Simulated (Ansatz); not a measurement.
The reference is BN (space group P6_3/mmc, No. 194; a = 2.500 Å, c = 6.412 Å; layered, stacked along the Cartesian z axis).

Level of theory: PBEsol-D3(BJ), PAW, 420 eV (Ansatz, an electronic-structure program; scalar-relativistic without spin-orbit coupling).

Base values:

```
Item                   Result
-------------------  --------
Pressure             0.00 GPa
Band gap              4.08 eV
Smallest direct gap   4.49 eV
```

Now apply this change: every lattice vector is shortened by 1.20 %; the atoms relax in the strained cell.

Estimate the effect on the pressure, band gap and smallest direct gap.

The pressure (mean of the normal stresses, compression positive) goes from zero to 9.84 GPa; the band gap grows by 0.03 eV, from 4.08 eV to 4.11 eV; the smallest direct gap grows by 0.046 eV, from 4.49 eV to 4.53 eV.

Whether these cells are dynamically stable was not tested.
